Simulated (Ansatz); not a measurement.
Consider the following.

```xyz
2
Lattice="0.0000 3.2446 3.2446 3.2446 0.0000 3.2446 3.2446 3.2446 0.0000" Properties=species:S:1:pos:R:3 pbc="T T T"
Te     4.8669     4.8669     4.8669
Cd     0.0000     0.0000     0.0000
```

A single point on CdTe, its geometry relaxed with PBEsol.

Calculations: HSE06 (Ansatz, a program for electronic structure), noncollinear with spin-orbit coupling. k-mesh 6×6×6 (Γ-centred); smearing 0.01 eV (Fermi–Dirac).

Question: Estimate the band gap.

Answer: 1.32 eV.

Question: What is the computed valence-band top at Γ (three highest Kramers pairs, from the VBM)?

Answer: 0.00, 0.00, -0.95 eV.

Single points use the geometry relaxed with PBEsol. No phonon test of stability was made. The cell is CdTe in the zinc blende structure (space group F-43m, No. 216).
